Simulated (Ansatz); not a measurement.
ZrSe₂ (model structure, from the 3R-MoS2 type, R3m, No. 160), treated with PBE (PAW; Ansatz, an electronic-structure program).

From the output:

```
Crystal: 3 atoms, lattice volume = 72.779 Å³
Basis set: ecut = 520 eV, 1967 PW (Γ), FFT grids on a1−a3, a2−a3, a3, exchange–correlation on 60×60×100 points (8 copies of the dense FFT grid, shifted against one another)
Bands: 27, of which v1, the nominal top of the filled ones, is band 22 counted from 1 (21 counted from 0)
Symmetry: 6 space group operations
Space group: R3m (ITA 160), of the structure as read, at distance tolerance 4.2e-5 Å
k-points: 580 of 5832 (time reversal used)
Functional: x = pbe(κ = 0.804, μ = 0.2195149727645171), c = pbe(β = 0.06672455060314922)
SCF iter   1: F=—  HF=-15125.569880 eV  |F-HF|=—  |Δ(HF+E_count)|=         —  Δρ=5.19e-3  dr2=3.81e-2
SCF iter   2: F=—  HF=-15125.586799 eV  |F-HF|=—  |Δ(HF+E_count)|=   1.69e-2  Δρ=6.26e-3  dr2=1.05e-1
  ...
SCF iter   9: F=—  HF=-15125.571276 eV  |F-HF|=—  |Δ(HF+E_count)|=  6.53e-10  Δρ=6.94e-7  dr2=3.77e-10
SCF iter  10: F=-15125.571276 eV  HF=-15125.571276 eV  |F-HF|=2.55e-11  |Δ(HF+E_count)|=  1.95e-10  Δρ=2.20e-7  dr2=2.74e-11
SCF 1 converged in 10 iterations: F = -15125.571276 eV  dr2 = 2.74e-11
SCF converged after 10 iterations
Free energy (F): -15125.571276 eV
Internal energy: -15125.564533 eV  (E = F + TS)
E sigma→0 (E₀):  -15125.567905 eV
Fermi energy:    9.678748 eV
--- Stress (GPa, compression-positive) ---
        2.766254       0.000000       0.000000
        0.000000       2.766254       0.000000
        0.000000       0.000000       2.809918
  P = ⅓ Tr σ = 2.7808 GPa (27.808 kbar)
```

### Question
Write an input file that produces this run.

### Answer
This is not unique; one that fits is 
Ansatz 0.2 input:
```yaml
crystal:
  lattice:
    - [1.8285074286, 1.0556894158, 6.2837637433]
    - [-1.8285074286, 1.0556894158, 6.2837637433]
    - [0.0, -2.1113783525, 6.2837638238]
  atoms:
    - { symbol: Zr, position: [-0.0002681048, -0.0002681048, -0.0002681048] }
    - { symbol: Se, position: [0.2439456145, 0.2439456145, 0.2439456145] }
    - { symbol: Se, position: [0.4230224903, 0.4230224903, 0.4230224903] }
basis:
  ecutwfc: 520
  ecutrho_ratio: 4
  xc_grid: 2
kpoints:
  mp_grid: { grid: [18, 18, 18] }
hamiltonian:
  xc: pbe
  dispersion: none
  pseudopotentials: { kind: paw }
scf:
  occupations: { method: fermi_dirac, width: 0.05 }
  convergence: { dr2_threshold: 0.0000000003 }
output:
  forces: true
  stress: true
  eigenvalues: true
```

Note: the cell keeps the symmetry of its start, so it can be a saddle point. Note: cell and atoms aren't relaxed at this level (pressure 2.8 GPa).

A model structure was made by putting elements into a prototype or built by hand; it is no filed structure, need not be a known phase, and can be a saddle point held by its symmetry.
